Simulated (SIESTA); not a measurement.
Worked example: self-consistent single point of SrZn5 (P6/mmm, 6 atoms in the cell) in SIESTA.

Level of theory: LDA PW92, numerical atomic orbitals DZP, PseudoDojo LDA standard norm-conserving potentials (rewritten from UPF to PSML) in SIESTA 5.4.2.

```xyz
6
Lattice="5.4863 0.0000 0.0000 -2.7431 4.7513 0.0000 0.0000 0.0000 4.1986" Properties=species:S:1:pos:R:3 pbc="T T T"
Sr     0.0000     0.0000     0.0000
Zn     2.7431     1.5838     0.0000
Zn     0.0000     3.1675     0.0000
Zn     2.7431     0.0000     2.0993
Zn     1.3716     2.3756     2.0993
Zn    -1.3716     2.3756     2.0993
```

Reference input (self-consistent single point, DFT, GGA PBEsol, numerical atomic orbitals DZP, PseudoDojo PBEsol standard norm-conserving potentials (rewritten from UPF to PSML)): XC.functional = GGA; XC.authors = PBEsol; potentials = PseudoDojo PBEsol standard; PAO.BasisSize = DZP; PAO.EnergyShift = 0.01 Ry; MeshCutoff = 350 Ry; kgrid.MonkhorstPack = 5 5 5; OccupationFunction = FD; ElectronicTemperature = 0.1 eV; MaxSCFIterations = 150; SCF.Mixer.Method = Broyden; SCF.Mixer.Weight = 0.25. This run's input differs from it in these lines:

```diff
@@ -1,2 +1,2 @@
-# files in the folder: Sr.psml Zn.psml (PseudoDojo PBEsol standard)
+# files in the folder: Sr.psml Zn.psml (PseudoDojo LDA standard)
 SystemName  SrZn5
@@ -26,4 +26,4 @@
 
-XC.functional                GGA
-XC.authors                   PBEsol
+XC.functional                LDA
+XC.authors                   PW92
 PAO.BasisSize                DZP
```

Output, abridged:

```
        iscf     Eharris(eV)        E_KS(eV)     FreeEng(eV)     dDmax    Ef(eV) dHmax(eV)
   scf:    1   -29153.020966   -29279.007925   -29279.097254  2.309012  0.991498 30.934380
   scf:    2   -29378.247203   -29342.363634   -29342.453507  1.390829 -0.749839  7.400524
   scf:    3   -29346.411991   -29344.796234   -29344.877228  0.169170 -1.002519  1.989215
   scf:    4   -29345.070983   -29344.972185   -29345.051825  0.056763 -1.100542  0.615023
   scf:    5   -29344.973364   -29344.975600   -29345.056198  0.030608 -1.160583  0.207975
   [... 6 lines left out ...]
   scf:   12   -29344.979412   -29344.979415   -29345.060234  0.000023 -1.182956  0.000332
   scf:   13   -29344.979411   -29344.979413   -29345.060234  0.000016 -1.182982  0.000220
   scf:   14   -29344.979411   -29344.979412   -29345.060234  0.000011 -1.183001  0.000145
   scf:   15   -29344.979411   -29344.979412   -29345.060234  0.000008 -1.183016  0.000096
SCF Convergence by DM+H criterion
max |DM_out - DM_in|         :     0.0000076704
max |H_out - H_in|      (eV) :     0.0000957920
SCF cycle converged after 15 iterations

Using DM_out to compute the final energy and forces

siesta: E_KS(eV) =           -29344.9794

siesta: E_KS - E_eggbox =    -29344.9794

siesta: Atomic forces (eV/Ang):
     1    0.000000    0.000000   -0.000000
     2   -0.000115    0.000066    0.000000
     3    0.000115   -0.000066   -0.000000
     4    0.000000    0.000000   -0.000000
     5    0.000000   -0.000000   -0.000000
     6   -0.000000   -0.000000    0.000000
   Tot    0.000000   -0.000000   -0.000000
   Max    0.000115
   Res    0.000044    sqrt( Sum f_i^2 / 3N )
   Max    0.000115    constrained

   [... lines left out ...]
siesta: FreeEng =    -29345.060234
siesta: Cell volume =        109.443144 Ang**3
siesta:        -124.15036306       -124.14831660  kBar
   [... lines left out ...]
              0.352   1.922   1.953   1.881   1.895   1.896   0.043   0.022

              0.069   0.058   0.058

mulliken: Qtot =      110.000

Mulliken Atomic Populations:
Atom #   charge [q] valence [e]  Species
     1    -0.163477   10.163477  Sr
     2     0.068557   19.931443  Zn
     3     0.068557   19.931443  Zn
     4     0.008787   19.991213  Zn
     5     0.008789   19.991211  Zn
     6     0.008787   19.991213  Zn
 Total     0.000000
```

The run converged in 15 iterations. Against the reference run the pressure goes from -8.63 to -12.42 GPa.

The starting cell comes from a database of computed structures (which also holds hypothetical and non-ambient phases and stackings), without a prior relaxation at this level. Values carry the incompleteness of an atom-centred basis. With a pressure of about -12 GPa the cell is away from its equilibrium volume at this level.
